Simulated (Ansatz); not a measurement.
Results of PBEsol (PAW; Ansatz, an electronic-structure program) for B₂O₃ (model structure, started from the beta Ga2O3 type, C2/m, No. 12, 10 atoms in the cell).

Settings: plane-wave cutoff 520 eV, 14×14×8 k mesh (along the axes of the cell as run), Fermi–Dirac smearing 0.01 eV, scalar-relativistic PAW data made under PBE.

Cell (relaxed at this level):

```cif
data_B8O12
_chemical_formula_sum 'B8 O12'
_space_group_name_H-M_alt 'C2/m'
_space_group_IT_number 12
_space_group_name_Hall '-C 2y'
_cell_length_a 13.24621
_cell_length_b 2.38946
_cell_length_c 4.67348
_cell_angle_alpha 90.000
_cell_angle_beta 99.569
_cell_angle_gamma 90.000
loop_
_atom_site_label
_atom_site_type_symbol
_atom_site_symmetry_multiplicity
_atom_site_Wyckoff_symbol
_atom_site_fract_x
_atom_site_fract_y
_atom_site_fract_z
_atom_site_occupancy
B1 B 4 i 0.07558 0.00000 0.78545 1
B2 B 4 i 0.10831 0.50000 0.30028 1
O1 O 4 i 0.13244 0.00000 0.08607 1
O2 O 4 i 0.13285 0.00000 0.53947 1
O3 O 4 i 0.48999 0.00000 0.24550 1
```
(The calculation used a cell of 10 atoms; values per cell refer to that cell.)

Task: Estimate the band gap, smallest direct gap on the k points sampled and Γ–Γ gap that the calculation returns.

Result: 
* **band gap**: 6.01 eV (indirect)
* **smallest direct gap on the k points sampled**: 6.39 eV
* **Γ–Γ gap**: 6.70 eV

Note: the relaxation could raise the start's symmetry but not lower it, so the cell can be a saddle point; the cell has widely spaced layers and the level no dispersion term, so their spacing and the moduli can rest on weak binding.

Static lattice: no zero-point or thermal effects.

A model structure was made by putting elements into a prototype or built by hand; it is no filed structure, need not be a known phase, and can be a saddle point held by its symmetry.
